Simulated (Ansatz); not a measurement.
For NbAs (model structure, started from the NbAs type, I4₁md, No. 109, 4 atoms in the cell), PBE (PAW; Ansatz, a program for electronic structure) gives:

| Quantity | Result |
|---|---|
| lattice constant a | 3.474 Å |
| c axis length | 11.749 Å |

What does PBE-D3(BJ) in Ansatz (plane waves, PAW) give for the same quantities?


- lattice constant a: 3.440 Å (shrinks by 1.0 %)
- lattice parameter c: 11.557 Å (decreases by 1.6 %)

Changes are worked out from the printed values.

Unless a cell is named, each level is at its own relaxed cell (PBE 17.72, PBE-D3(BJ) 17.09 Å³/atom).

Ansatz's density-functional and Hartree–Fock values are scalar-relativistic unless marked +SOC, with PAW data made under PBE.

A model structure was made by putting elements into a prototype or built by hand; it is no filed structure, need not be a known phase, and can be a saddle point held by its symmetry.
